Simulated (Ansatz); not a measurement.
The reference is PbS in the rock salt structure (space group Fm-3m, No. 225; a = 6.009 Å).

All numbers come from DFT with PBE, PAW potentials and a 420 eV plane-wave cutoff in Ansatz (an electronic-structure program), no spin-orbit coupling.

For the base:

```
Property       Value
--------  ----------
Band gap     0.49 eV
Density   7.32 g/cm³
```

One thing is altered: a hydrostatic pressure of 18 GPa.

Problem. What happens to the band gap and density?

Solution. The band gap changes from 0.49 eV to zero; the density grows by 1.77 g/cm³ (7.32 g/cm³ → 9.09 g/cm³).

With Pb present, leaving out spin-orbit coupling can change the band edges. Load acts through the strain it causes; cell and atoms are relaxed under it. Stability against distortions was not tested. Competing high-pressure phases were not computed. All final runs are without spin polarisation. Gaps under 0.05 eV, about the width of the smearing, are given as zero. A zero or small gap of PbS under pressure 18 GPa can be the functional's error rather than a property of the material.
